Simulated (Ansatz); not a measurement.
BaZrO3, response to strain

The reference is BaZrO3 in the cubic perovskite structure (space group Pm-3m, No. 221; a = 4.181 Å).

Strains are applied to the cell and any free atomic positions relax.

Method: Ansatz (a first-principles code), PBEsol, PAW, cutoff 420 eV, scalar-relativistic without spin-orbit coupling.

Notes on the quantities. band gap: an upper bound: an edge found on the path is not a true extremum; the base alone; energy relative to the base: free energy F.

```csv
change,band gap,energy relative to the base,shortest interatomic distance,pressure
base,3.17 eV,0 meV/atom,3.950 bohr,-0.01 GPa
isotropic strain +0.60 %,3.14 eV,+2.3 meV/atom,3.974 bohr,-2.81 GPa
isotropic strain +1.20 %,3.09 eV,+9.2 meV/atom,3.998 bohr,-5.39 GPa
isotropic strain +1.80 %,3.05 eV,+20 meV/atom,4.021 bohr,-7.75 GPa
isotropic strain +2.40 %,3.01 eV,+35 meV/atom,4.045 bohr,-9.91 GPa
isotropic strain +3.00 %,2.97 eV,+54 meV/atom,4.069 bohr,-11.87 GPa
```

Whether these cells are dynamically stable was not tested.
